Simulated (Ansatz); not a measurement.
AlN (P6_3mc) under hydrostatic pressure (compression positive): hole mass along z by r2SCAN with spin-orbit coupling, rigid bands (plane waves, PAW; Ansatz, a program for electronic structure). The unloaded cell, whose axes the loads refer to:

AlN has the hexagonal space group P6₃mc (No. 186), the wurtzite structure, Pearson symbol hP4. Conventional cell: a = b = 3.1138 Å, c = 4.9837 Å, α = β = 90.00°, γ = 120.00°. Al on 2b sees 4 N at 1.892–1.904 Å (tetrahedral). N on 2b sees 4 Al at 1.892–1.904 Å (tetrahedral). (Neighbours: up to the widest gap in distance over summed covalent radii, below 1.35, at either atom; cation-cation and far metal-metal contacts left out.)

```json
[
 {"hydrostatic pressure (compression positive) (GPa)": "-13.5", "volume per atom (Å³)": "11.32", "hole mass along z (mₑ)": "0.444"},
 {"hydrostatic pressure (compression positive) (GPa)": "-9", "volume per atom (Å³)": "10.99", "hole mass along z (mₑ)": "0.430"},
 {"hydrostatic pressure (compression positive) (GPa)": "-4.5", "volume per atom (Å³)": "10.71", "hole mass along z (mₑ)": "0.419"},
 {"hydrostatic pressure (compression positive) (GPa)": "0", "volume per atom (Å³)": "10.46", "hole mass along z (mₑ)": "0.409"},
 {"hydrostatic pressure (compression positive) (GPa)": "4.5", "volume per atom (Å³)": "10.24", "hole mass along z (mₑ)": "0.401"},
 {"hydrostatic pressure (compression positive) (GPa)": "9", "volume per atom (Å³)": "10.04", "hole mass along z (mₑ)": "0.394"},
 {"hydrostatic pressure (compression positive) (GPa)": "18", "volume per atom (Å³)": "9.68", "hole mass along z (mₑ)": "?"}
]
```

Fit a straight line to ln(hole mass along z) against the load over the rows given, and predict the row at 18 GPa.

The means are x̄ = -2.250 GPa and ȳ = -0.8775; Σ(x − x̄)(y − ȳ) = -1.870 and Σ(x − x̄)² = 354.4, so the slope is -0.528 % per GPa, and the rows given lie within 0.62 % of the line. At 18 GPa the line gives 0.374 mₑ; the calculation gives 0.383 mₑ, 2.4 % from it.

Masses are for dilute carriers at 300 K, harmonic means over directions unless an axis is named. Stresses and pressures are the targets of the relaxation. The structure type is held at every load. Geometry: cell and atoms relaxed with PBEsol.
